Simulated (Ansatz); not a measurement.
ScAg in the CsCl type structure (space group Pm-3m, No. 221)

```xyz
2
Lattice="3.3826 0.0000 0.0000 0.0000 3.3826 0.0000 0.0000 0.0000 3.3826" Properties=species:S:1:pos:R:3 pbc="T T T"
Sc     1.6913     1.6913     1.6913
Ag     0.0000     0.0000     0.0000
```

Computed with Ansatz (an electronic-structure program), PBEsol, PAW, cutoff 420 eV, scalar-relativistic without spin-orbit coupling. k-mesh 14×14×14 (Γ-centred); smearing 0.05 eV (Fermi–Dirac).

```json
{
 "volume_per_atom": "19.35 Å³",
 "density": "6.56 g/cm³",
 "band_gap": "zero",
 "total_energy": "-4817.113 eV/atom (σ→0; compares only within this code and set-up)"
}
```

Whether these cells are dynamically stable was not tested. The final runs are not spin-polarised.
